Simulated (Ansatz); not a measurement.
Functionals compared on the (210) surface of fcc Ca in its 1x1 cell, outermost plane spacing 1.24 Å in the ideal cut, in Ansatz (plane waves, PAW). The structure was relaxed with PBE; the other rows are single points on it, each with its references at the same level. Cutoff 420 eV (500 eV for r2SCAN).

Slab: 9 atoms, 9.9 Å thick at the start (thin: gaps and levels are the slab's own); k 8x6x1, smearing 0.1 eV, dipole-corrected; all atoms relaxed; held to the part of the start's symmetry that mesh and held atoms allow; no spin, no spin-orbit, no U. These notes are the PBE run's.

```csv
functional,surface energy (J/m²),work function of the top face (eV),rough cost of the single point
PBE,0.56,2.70,–
LDA,0.61,2.84,roughly 2.5 core-minutes
PBEsol,0.60,2.74,roughly 110 core-seconds
RPBE,0.51,2.62,about 110 core-seconds (a rough figure)
r2SCAN,(withheld),(withheld),very roughly 2.9 core-minutes
```

Some entries are withheld; supply them.


- r2SCAN, surface energy (J/m²): 0.61
- r2SCAN, work function of the top face (eV): 2.71

Ansatz is a first-principles code.
